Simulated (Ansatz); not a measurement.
O on the 1x1 (0001) surface of hcp Co, ferromagnetic, one in a 2x1 cell, energies for each (10.8 Å²). Energies are against ½ O2(g), without zero-point or thermal terms; each row is named by its start.

Level of theory: PBE (plane waves to 420 eV, PAW; Ansatz, a first-principles code).

Slab: 9 atoms, 6.0 Å thick at the start under the adsorbate (thin: gaps and levels are the slab's own); k 7x14x1, smearing 0.1 eV, dipole-corrected; 4 atoms held, the rest relaxed; each run with such symmetry as its start has; spin-polarised, no spin-orbit, no U, no dispersion correction.

A negative adsorption energy means that the adsorbate is more stable on the surface than in its reference. Starts that drift may end in the same place. Heights count from the host atoms within 0.3 Å of the top one.

| starting site | E_ads (eV) | height (Å) | nearest host atom (Å) | bonded to | Δ work function (eV) | lateral drift (Å) | moment (μB) |
|---|---|---|---|---|---|---|---|
| top Co | -2.09 | 1.09 | Co 1.82 | 3 Co | 1.13 | 1.4 | 12.7 |
| hollow Co-Co-Co | -2.10 | 1.09 | Co 1.82 | 3 Co | 1.13 | 0.0 | 12.7 |
| hollow Co-Co-Co over Co at depth 2.0 Å | -2.21 | 1.10 | Co 1.81 | 3 Co | 1.09 | 0.0 | 12.8 |
| bridge Co-Co (span 2.5 Å) | -2.21 | 1.10 | Co 1.81 | 3 Co | 1.09 | 0.7 | 12.8 |
